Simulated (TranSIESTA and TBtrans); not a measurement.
Junction: Ag chain with one Ir atom in place of Ag. Leads: straight Ag chain, spacing 2.65 Å. Geometry: 3 atoms about the centre moved by SIESTA (PBE, DZP) to a largest force of 0.02 eV/Å, all others as built, motion along the axis alone. Transport runs along z; the first 4 and the last 4 of the 15 atoms are the lead cells, repeated to infinity.

```xyz
15
Lattice="9.000 0.000 0.000 0.000 9.000 0.000 0.000 0.000 39.400" Properties=species:S:1:pos:R:3 pbc="F F T"
Ag     4.500     4.500     0.000
Ag     4.500     4.500     2.650
Ag     4.500     4.500     5.300
Ag     4.500     4.500     7.950
Ag     4.500     4.500    10.600
Ag     4.500     4.500    13.250
Ag     4.500     4.500    15.828
Ir     4.500     4.500    18.378
Ag     4.500     4.500    20.924
Ag     4.500     4.500    23.500
Ag     4.500     4.500    26.150
Ag     4.500     4.500    28.800
Ag     4.500     4.500    31.450
Ag     4.500     4.500    34.100
Ag     4.500     4.500    36.750
```
Starting moments (μB): atom 8 +1.

Run with TranSIESTA and TBtrans (open boundaries, self-consistent; PseudoDojo norm-conserving potentials, scalar-relativistic): Spin polarized, PAO.BasisSize DZP, PAO.EnergyShift 0.15 eV, XC.Authors PBE, Mesh.Cutoff 200 Ry, ElectronicTemperature 300 K, TS.Voltage 0.0 eV, TBT.Elecs.Eta 0.001 eV.

Energies count from the leads' Fermi level. Transmissions are for each spin. The energy step is 0.01 eV; narrower resonances are cut or missed.

```tsv
E (eV)	T up	T down
-0.20	0.869	0.926
-0.15	0.873	0.929
-0.10	0.877	0.931
-0.05	0.880	0.932
0.00	0.883	0.932
0.05	0.886	0.932
0.10	0.888	0.931
0.15	0.891	0.930
0.20	0.893	0.926
```

Give the zero-bias conductance in μS and the resistance at 300 K.

At the Fermi level the mean of both spins is (0.883 + 0.932)/2 = 0.907. Averaged with −∂f/∂E over the full grid (kT = 25.9 meV) it is 0.907. With G0 = 2e²/h = 77.48 μS, G = 70.3 μS and R = 1/G = 14.2 kΩ.

The eigenchannels at the Fermi level (both spins) transmit 0.883, 0.932. What Fano factor of the shot noise follows at low temperature and bias?

F = Σ τ(1 − τ)/Σ τ = 0.167/1.81 = 0.09.

Moments were seeded on the central atoms alone, and one start was tried. The straight chain is held at its spacing; free chains may zigzag or dimerise. Spin-orbit coupling, left out here, matters for the heavy atoms.
